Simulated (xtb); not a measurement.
xtb 6.7.1, GFN2-xTB: Ta(NMe)(F)2(Cl) (C[N]=[Ta]([F])([F])[Cl]), 9 atoms. The geometry is a generated start, not checked to be a minimum at this level.

```yaml
run_flags: --grad
method: GFN2-xTB
"--acc": 1 (default)
"--etemp (K)": 300 (default)
basis_functions: 39
valence_electrons: 38
```

```xyz
9

Ta    -0.0362     0.9423     1.1661
N      0.0417    -0.1370    -0.2535
C      0.0951    -0.9913    -1.3738
H      1.1339    -1.2611    -1.5892
H     -0.4748    -1.9085    -1.1900
H     -0.3269    -0.4891    -2.2510
F      1.7045     1.3235     1.8162
F     -1.0425     2.5052     0.7787
Cl    -1.0947     0.0159     2.8966
```

Charge 0 and multiplicity 1 are set for this test and not shown to be the ground state.

One run each on 1 thread. Values of broydamp tried: 0.02, 0.05, 0.1, 0.2, 0.4 (default), 0.6, 0.8, 1.

Problem. How does the count of SCC iterations change with broydamp, and where is it least?

Solution. Fewest SCC iterations, within one of each other: 0.4 (default) with 16, 0.6 with 17, 0.8 with 17. The count rises to 27 at 0.02. All converge to one solution.

```json
[
 {"broydamp": "0.02", "SCC iterations": "27", "end": "same solution"},
 {"broydamp": "0.05", "SCC iterations": "24", "end": "same solution"},
 {"broydamp": "0.1", "SCC iterations": "20", "end": "same solution"},
 {"broydamp": "0.2", "SCC iterations": "20", "end": "same solution"},
 {"broydamp": "0.4 (default)", "SCC iterations": "16", "end": "same solution"},
 {"broydamp": "0.6", "SCC iterations": "17", "end": "same solution"},
 {"broydamp": "0.8", "SCC iterations": "17", "end": "same solution"},
 {"broydamp": "1", "SCC iterations": "18", "end": "same solution"}
]
```
